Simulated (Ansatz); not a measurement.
## A computed series for Ge: response to strain

Take Ge in the diamond structure (space group Fd-3m, No. 227) as the base.

```yaml
crystal:
  lattice:
    - [0.00000, 2.81109, 2.81109]
    - [2.81109, 0.00000, 2.81109]
    - [2.81109, 2.81109, 0.00000]
  atoms:
    - { symbol: Ge, position: [0.00000, 0.00000, 0.00000] }
    - { symbol: Ge, position: [0.25000, 0.25000, 0.25000] }
```

Strains are applied to the cell and any free atomic positions relax.

Computed with DFT with LDA, PAW potentials and a 420 eV plane-wave cutoff in Ansatz (a quantum-chemistry and plane-wave program), scalar-relativistic without spin-orbit coupling.

Notes on the quantities. energy relative to the base: free energy F.

| isotropic strain (%) | energy relative to the base (meV/atom) |
|---|---|
| -3 | 45.2 |
| -2.5 | 30.8 |
| -2 | ? |
| -1.5 | 10.6 |
| 0 | 0.0 |
| 0.5 | 1.1 |
| 1 | 4.3 |
| 2.5 | 25.4 |
| 3 | 35.9 |

Question: Fit ΔE = Aε² + Bε³ (ε in %) to the rows shown and predict the withheld row.

Answer: Least squares on the printed values gives A = 4.50 and B = -0.17 meV/atom (largest residual 0.1 meV/atom); this predicts 19.4 meV/atom, and the run gives 19.3 meV/atom, in agreement.

Stability against distortions was not tested.
